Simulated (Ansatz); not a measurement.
Defect: interstitial Mg in 4H silicon carbide, charge state +2. The step: a direct jump of one Mg atom; the atom moves 2.27 Å along (0.00, 0.00, -0.22) of the unit cell; the moving atom starts with neighbours 3 C at 2.03, 3 C at 2.40; 3 Si at 2.25, 3 Si at 2.47 Å and ends with 4 C at 1.95; 6 Si at 2.36 Å. DFT values are from Ansatz (plane-wave PAW, 420 eV unless said) in a cell of 72 host sites, spin-restricted, static, with no finite-size correction. The charge state is imposed; whether it is stable for some Fermi level was not computed. Sites that were not tried may lie lower. For the PBE band: the saddle point's order was not checked, and it lies on a symmetry element of the cell, where a band can be held.

```csv
Level,Forward barrier (eV),Cost of the band or of the saddle's single point
"CHGNet universal potential (has no charge state), its own band",2.37,-
"PBE, a 2×2×2 k-point mesh shifted by half a step along c, band relaxed",3.07,roughly 23 core-minutes
"r2SCAN at 500 eV, a 2×2×2 k-point mesh shifted by half a step along c, same geometries",?,around 110 core-seconds (rough)
```

**Question.** What belongs in the gaps?

**Answer.** 
- r2SCAN at 500 eV, a 2×2×2 k-point mesh shifted by half a step along c, same geometries, Forward barrier (eV): 3.17

Ansatz is a quantum-chemistry and plane-wave program.
